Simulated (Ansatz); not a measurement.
Method: PBE (plane waves to 420 eV, PAW; Ansatz, a program for electronic structure).

Host crystal: 3C silicon carbide, with a band gap (PBE, scalar-relativistic without spin-orbit coupling).

Plane-averaged electrostatic potential energy along the normal, in eV from the highest filled level, for Cl on the 1x1 (110) surface of 3C silicon carbide (cut with top plane C + Si), one in a 1x1 cell, started at the site 'hollow C-C-Si-Si':

```csv
z (Å),V (eV)
5.34,5.51
5.62,5.51
5.91,5.51
6.19,5.51
6.47,5.50
6.75,5.50
7.03,5.49
7.31,5.47
7.59,5.43
7.88,5.34
8.16,5.12
8.44,4.65
8.72,3.56
9.00,1.14
9.28,-4.21
9.56,-9.73
9.84,-11.05
10.12,-8.59
10.41,-6.60
10.69,-8.37
10.97,-11.98
11.25,-12.20
11.53,-7.94
11.81,-3.38
12.09,-3.70
12.38,-8.39
12.66,-12.10
12.94,-10.88
13.22,-6.24
13.50,-3.47
13.78,-6.24
14.06,-10.96
14.34,-12.25
14.62,-8.68
14.91,-4.18
15.19,-4.04
15.47,-8.41
15.75,-12.07
16.03,-10.97
16.31,-6.39
16.59,-3.81
16.88,-7.17
17.16,-11.16
17.44,-10.80
17.72,-6.38
18.00,-1.54
18.28,1.07
18.56,0.15
18.84,-1.98
19.12,-2.90
19.41,-1.83
19.69,0.97
19.97,3.98
20.25,5.26
20.53,5.71
20.81,5.88
21.09,5.94
21.38,5.97
21.66,5.97
21.94,5.98
22.22,5.98
22.50,5.98
22.78,5.98
23.06,5.98
23.34,5.98
23.62,5.98
```

Model: 13-atom slab, 7.7 Å thick at the start under the adsorbate (thin: gaps and levels are the slab's own), 6x6x1 mesh, Fermi-Dirac 0.01 eV, dipole correction, 6 atoms held, the rest relaxed; symmetry of the start imposed; spin-polarised, ending with about 1.0 μB a cell; orders that need a larger cell were not tried, no spin-orbit, no U, no dispersion correction. At the end it is bonded to Si. In PBE it is, or lies within 0.03 eV of, the lowest of the starts that converged.

The surface cell has an area of 13.57 Å². What dipole along the normal does the step between the two vacuum levels imply?

the top vacuum level lies 0.47 eV above the bottom one; p = −ε₀ A ΔV (ε₀ = 0.005526 e/(V·Å)) gives -0.04 e·Å a cell.
